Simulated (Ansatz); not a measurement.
Take InP in the zinc blende structure (space group F-43m, No. 216) as the base.

```cif
data_InP
_chemical_formula_sum 'P1 In1'
_space_group_name_H-M_alt 'P 1'
_space_group_IT_number 1
_cell_length_a 4.21391
_cell_length_b 4.21391
_cell_length_c 4.21391
_cell_angle_alpha 60.000
_cell_angle_beta 60.000
_cell_angle_gamma 60.000
loop_
_space_group_symop_operation_xyz
  'x, y, z'
loop_
_atom_site_label
_atom_site_type_symbol
_atom_site_fract_x
_atom_site_fract_y
_atom_site_fract_z
_atom_site_occupancy
P1 P 0.25000 0.25000 0.25000 1
In1 In 0.00000 0.00000 0.00000 1
```

The values are results of PBE (Ansatz, a program for electronic structure), without spin-orbit coupling, not measurements.

For the base:

| Item | Value |
|---|---|
| Band gap | 0.44 eV |
| Volume per atom | 26.46 Å³ |

One thing is altered: a negative pressure, −1 GPa.

Problem. What does the calculation give for the band gap and volume per atom after the change?

Solution. The band gap decreases by 0.096 eV, from 0.44 eV to 0.35 eV; the volume per atom increases by 0.47 Å³ (26.46 Å³ → 26.93 Å³).

Load acts through the strain it causes; cell and atoms are relaxed under it. Whether these cells are dynamically stable was not tested.
